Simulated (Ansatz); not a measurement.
# Input and output of a self-consistent single point for LaP (I4mm, 2 atoms in the cell) (Ansatz)

Computed with LDA (PW92), default PAW files made with PBE (plane waves; Ansatz, a quantum-chemistry and plane-wave program).

This input was run:

Ansatz 0.2 input:
```yaml
crystal:
  lattice:
    - [0.00000000, 3.02415000, 3.02415000]
    - [3.02415000, 0.00000000, 3.02415000]
    - [3.02415000, 3.02415000, 0.00000000]
  atoms:
    - { symbol: La, position: [0.00826700, 0.00826700, -0.00826700] }
    - { symbol: P, position: [0.50000000, 0.50000000, 0.50000000] }
basis:
  ecutwfc: 420.0 eV
kpoints:
  mp_grid:
    grid: [9, 9, 9]
hamiltonian:
  xc: lda
  pseudopotentials:
    kind: paw
scf:
  occupations:
    method: fermi_dirac
    width: 0.1 eV
output:
  forces: true
  eigenvalues: true
  stress: true
```

Log, with long lists cut:

```
WARN ansatz: RAYON_NUM_THREADS=1 ignored (pool sized by the plan → 1); use --threads N
Pseudopotentials: kind: paw
Pseudopotential: La, paw, valence charge 11
Pseudopotential: P, paw, valence charge 5
Crystal: 2 atoms, lattice volume = 55.315 Å³
Basis set: ecut = 420 eV, 1067 PW (Γ)
Bands: 12, of which v1, the nominal top of the filled ones, is band 8 counted from 1 (7 counted from 0)
Symmetry: 8 space group operations
Space group: I4mm (ITA 107), of the structure as read, at distance tolerance 3.8e-5 Å
k-points: 75 of 729 (time reversal used)
PAW frozen core: La, regenerated for the run's functional, and the local potential with it
PAW frozen core: P, regenerated for the run's functional, and the local potential with it
Initial density: superposition of atomic densities (neutral atoms: chi_scale 0, normalization atom), corrected by the library's trained network
Initial wavefunctions: pseudopotential atomic-orbital guess
Eigensolver: davidson
Functional: x = slater, c = lda
SCF iter   1: F=—  HF=-6805.176204 eV  |F-HF|=—  |Δ(HF+E_count)|=         —  Δρ=4.29e-3  dr2=9.02e-3  ethr=1.77e-3  ⟨swp⟩=4.6  Hψ=4697  notcnv=0
all-band conjugate gradients solve this SCF's bands
preconditioner: auto → Kerker (q_TF=auto, 2.219 Å⁻¹)
SCF iter   2: F=—  HF=-6805.173537 eV  |F-HF|=—  |Δ(HF+E_count)|=   2.67e-3  Δρ=2.28e-3  dr2=2.20e-3  ethr=5.64e-5  ⟨swp⟩=2.2  Hψ=2414  notcnv=0
SCF iter   3: F=—  HF=-6805.173153 eV  |F-HF|=—  |Δ(HF+E_count)|=   3.84e-4  Δρ=4.55e-4  dr2=1.21e-4  ethr=1.37e-5  ⟨swp⟩=2.6  Hψ=1288  notcnv=0
SCF iter   4: F=—  HF=-6805.173138 eV  |F-HF|=—  |Δ(HF+E_count)|=   1.48e-5  Δρ=7.25e-5  dr2=2.76e-6  ethr=7.57e-7  ⟨swp⟩=2.4  Hψ=1388  notcnv=0
SCF iter   5: F=—  HF=-6805.173139 eV  |F-HF|=—  |Δ(HF+E_count)|=   8.42e-7  Δρ=2.14e-5  dr2=3.50e-7  ethr=1.72e-8  ⟨swp⟩=2.7  Hψ=1498  notcnv=0
SCF iter   6: F=-6805.173139 eV  HF=-6805.173139 eV  |F-HF|=3.09e-9  |Δ(HF+E_count)|=   5.98e-8  Δρ=5.62e-6  dr2=2.66e-8  ethr=6.25e-10  ⟨swp⟩=8.0  Hψ=5013  notcnv=0
SCF 1 converged in 6 iterations: F = -6805.173139 eV  dr2 = 2.66e-8
SCF converged after 6 iterations
Free energy (F): -6805.173139 eV
Harris-Foulkes:  -6805.173139 eV  (|F-HF|=3.09e-9)
Internal energy: -6805.164313 eV  (E = F + TS)
E sigma→0 (E₀):  -6805.168726 eV
Entropy (-TS):   -0.008826 eV (-4.413 meV/atom)
Fermi energy:    8.692419 eV
--- Per-component energies (eV) ---
  E_band       = -43.599523
  E_kinetic    = 260.886385
  E_local      = -401.150323  (includes V_loc(G=0)·N_el)
  E_nonlocal   = 134.922442
  E_hartree    = 122.761854
  E_xc         = -199.270425
  E_vxc        = -207.913604  (∫ρ·V_xc dr)
  E_paw        = -5784.303279  (= ΣΔE_a)
  E_vpaw       = -75.870450  (= ΣTr[D̂ρ^β])
  E_aug_tail   = 0.000003  (compensation charges beyond the density's cutoff)
  E_ewald      = -939.451037
  E_core_change = 0.440068  (= ΣΔE_core)
  E_smearing   = -0.008826  (= −TS)
  E_closure    = 0.000000  (closes the sum)
  Σ components = -6805.173139   (vs F -6805.173139, Δ=0.00e0)
--- Forces (eV/Å), atoms counted from 1 ---
  atom   1  La     0.00000000     0.00000000    -0.11273575
  atom   2  P     -0.00000000     0.00000000     0.11273758
  max |Σ_I F_I| component: 1.83e-6 eV/Å
--- Stress (GPa, compression-positive) ---
       -4.055464       0.000000       0.000000
        0.000000      -4.055464       0.000000
        0.000000       0.000000      -3.863101
  P = ⅓ Tr σ = -3.9913 GPa (-39.913 kbar)
  The stress holds the Pulay correction. Without it, at fixed plane waves, as pw.x and ABINIT print it: P = -4.0102 GPa
--- Band table (eV; the first three rows and the last of 75) ---
  k-point 0: bands = ["-23.2148", "-6.6826", "-6.6808", "-6.6808", "-0.5250", "8.6792", "8.6792", "8.6803", "10.3252", "10.3326", "10.3326", "11.0693"]
  k-point 1: bands = ["-23.2095", "-6.7696", "-6.6879", "-6.6868", "-0.3622", "8.1148", "8.3403", "8.3535", "10.3088", "10.4842", "10.4865", "11.2342"]
  k-point 2: bands = ["-23.1959", "-6.9788", "-6.7030", "-6.7019", "0.0523", "7.0969", "7.7404", "7.7467", "10.3730", "10.8262", "10.8272", "11.4175"]
  k-point 74: bands = ["-23.1546", "-7.1538", "-6.9141", "-6.8628", "-0.0497", "7.6896", "7.8719", "8.2688", "9.0275", "11.3153", "11.3434", "11.4272"]
```

The run converged in 6 iterations.

The starting cell comes from a database of computed structures (which also holds hypothetical and non-ambient phases and stackings), without a prior relaxation at this level. Its lattice was rescaled by up to half a per cent. One atom was moved a little off its site on purpose. With a pressure of about -4 GPa the cell is away from its equilibrium volume at this level. Ansatz's pressure includes its estimate of the finite-basis (Pulay) stress.
